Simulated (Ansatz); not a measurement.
Li on the 1x1 (110) surface of bcc W, one in a 1x1 cell, energies for each (7.2 Å²). Energies are against an atom of bcc Li, without zero-point or thermal terms; each row is named by its start.

These are PBE (plane waves to 420 eV, PAW; Ansatz, a first-principles code) values and carry that method's errors.

Slab: 5 atoms, 6.6 Å thick at the start under the adsorbate (thin: gaps and levels are the slab's own); k 12x12x1, smearing 0.1 eV, dipole-corrected; 2 atoms held, the rest relaxed; each run with such symmetry as its start has; no spin, no spin-orbit, no U, no dispersion correction.

A negative adsorption energy means that the adsorbate is more stable on the surface than in its reference. Starts that drift may end in the same place. Heights count from the host atoms within 0.3 Å of the top one.

```
starting site            E_ads (eV)  height (Å)  nearest host atom (Å)  bonded to  Δ work function (eV)  lateral drift (Å)
-----------------------  ----------  ----------  ---------------------  ---------  --------------------  -----------------
top W                         -0.16        2.69                 W 2.69          W                 -0.93                0.0
hollow W-W-W                  -0.61        2.22                 W 2.73        4 W                 -1.61                0.6
bridge W-W (span 2.8 Å)       -0.39        2.42                 W 2.78        2 W                 -1.25                0.0
bridge W-W (span 3.2 Å)       -0.61        2.22                 W 2.73        4 W                 -1.61                0.0
```
